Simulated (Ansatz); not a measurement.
The reference is Al2Cu (space group I4/mcm, No. 140; a = 6.0594 Å, c = 4.8739 Å).

The values are results of DFT with PBE, PAW potentials and a 420 eV plane-wave cutoff in Ansatz (an electronic-structure program), scalar-relativistic without spin-orbit coupling, earlier PAW set, not measurements.

One change was made to it. Results:

```tsv
quantity	base	after
density	4.36 g/cm³	4.56 g/cm³
c/a ratio	0.804	0.803
```

Which change produced these results?
(A) pressure 5 GPa
(B) pressure −1 GPa
(C) pressure 1.5 GPa

A, pressure 5 GPa. For comparison, the density in the other runs: pressure 1.5 GPa gives 4.43 g/cm³; pressure −1 GPa gives 4.32 g/cm³.

Load acts through the strain it causes; cell and atoms are relaxed under it. Stability against distortions was not tested. Competing high-pressure phases were not computed. All final runs are without spin polarisation.
